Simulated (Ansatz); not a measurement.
Ge: energy against volume

Ge (diamond, Fd-3m, 22.860 Å³/atom and stress up to 0.01 GPa in the relaxed cell, cube axes along x, y and z) under an equal strain ε along all three axes. PBEsol in Ansatz, a plane-wave DFT program (PAW, default set), 420 eV, 14×14×14 Γ-centred mesh, Fermi-Dirac smearing 0.05 eV; ions are relaxed, or left where forces stay under 0.02 eV/Å, within the symmetry of each cell.

Here V stands for volume and E for E less E0.

```csv
volume (Å³/atom),E less E0 (meV/atom),pressure (GPa)
20.8635,?,?
21.5155,18.44,4.70
21.8465,10.13,3.38
22.1808,4.39,2.16
22.5186,1.06,1.04
22.8598,0.00,-0.01
23.2044,1.11,-0.98
23.5525,4.25,-1.87
23.9040,9.31,-2.70
24.2590,16.18,-3.46
```

Using the third-order Birch-Murnaghan form, a cubic in V^(-2/3), estimate the missing E at V = 20.8635 from the other rows, showing the fit.

With u = V^(-2/3) - 0.1242, the rows have u = 0.0050704, 0.0037613, 0.0024724, 0.0012024, -0.0000486, -0.0012808, -0.0024949, -0.0036910, -0.0048695. Least squares gives E = 0.005 + 29.3·u + 699482·u² + 2318910·u³. Residuals (row less fit): 0.001, -0.004, 0.002, 0.004, -0.005, 0.000, 0.000, 0.000, -0.001; standard error 0.004 (degrees of freedom: 5). Its minimum lies at u = -0.0000209, so V0 = (0.1241791)^(-3/2) = 22.85. There d²E/du² = 1399000 and d³E/du³ = 1.391e7, so B0 = (4/9) × 22.85^(-7/3) × 1399000 × 0.160218 = 67.2 GPa (the last factor turns the table's units into GPa), and B0' = 4 + (2/3) × 0.1241791 × (1.391e7)/1399000 = 4.8. B0' rests on the cubic coefficient alone and has a standard error of 0.1 from these residuals. At the withheld row, u = 0.0077497, so E = 0.005 + 29.3 × 0.0077497 + 699482 × 0.0077497² + 2318910 × 0.0077497³ = 43.321 meV/atom. The calculation gives 43.37 meV/atom, 0.049 meV/atom above the prediction (0.1 % of the range of E in the table). The row lies outside the fitted rows, so this is an extrapolation. The scatter of the fitted rows lies at the last printed digit.

This level leaves no gap over 0.05 eV at strain -0.50, 0.00, 0.50, 1.00, 1.50, 2.00 %. Other structures, which can take over under pressure, weren't tried. The same form fitted to the pressure column gives B0' = 4.8; series where the two differ by over 0.4 aren't shown. Rows are the converged runs of the series near zero and its far end, less any whose ions stayed unrelaxed beside relaxed ones; series whose fitted rows scatter by over a few per cent of the range, as at a crossing or softening among them, aren't shown in this form.
